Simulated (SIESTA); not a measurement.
Band structure of NiBi (P6_3/mmc, 4 atoms in the cell).

```
NiBi
1.0
    4.06194     0.00000     0.00000
   -2.03097     3.51774     0.00000
    0.00000     0.00000     5.17249
Ni Bi
2 2
Direct
  0.00000   0.00000   0.50000
  0.00000   0.00000   0.00000
  0.33333   0.66667   0.25000
  0.66667   0.33333   0.75000
```

Method: LDA PW92, numerical atomic orbitals TZP, PseudoDojo LDA standard norm-conserving potentials (rewritten from UPF to PSML) (SIESTA 5.4.2).

Settings: XC.functional = LDA; XC.authors = PW92; potentials = PseudoDojo LDA standard; PAO.BasisSize = TZP; PAO.EnergyShift = 0.01 Ry; MeshCutoff = 400 Ry; kgrid.MonkhorstPack = 10 10 7; OccupationFunction = FD; ElectronicTemperature = 1160.45 K; MaxSCFIterations = 150; SCF.Mixer.Method = Pulay; SCF.Mixer.Weight = 0.1; SCF.Mixer.History = 6; SCF.DM.Tolerance = 1.0E-04.

The starting cell comes from a database of computed structures (which also holds hypothetical and non-ambient phases and stackings), without a prior relaxation at this level. Its lattice was rescaled by a random factor within 2.5 % of one. Spin-orbit coupling is off. Spin polarisation is off. Values carry the incompleteness of an atom-centred basis.

Levels in eV from the Fermi level, bands 30 to 35:
| point | 30 | 31 | 32 | 33 | 34 | 35 |
|---|---|---|---|---|---|---|
| Γ | -1.02 | 0.13 | 0.77 | 0.77 | 2.51 | 2.51 |
| M | -1.51 | -1.33 | -1.10 | -1.00 | -0.70 | 1.35 |
| K | -1.30 | -1.05 | -1.05 | -0.29 | -0.29 | 0.40 |
| A | -1.71 | -0.34 | -0.34 | 2.14 | 2.14 | 2.14 |
| L | -1.50 | -1.48 | -1.48 | 0.42 | 0.42 | 1.39 |
| H | -1.62 | -1.20 | -1.20 | -0.98 | -0.98 | 4.54 |

Bands cross the Fermi level along this path, so the cell is metallic at this level.

Higher empty bands are left out: an atom-centred basis made for the valence describes them poorly.
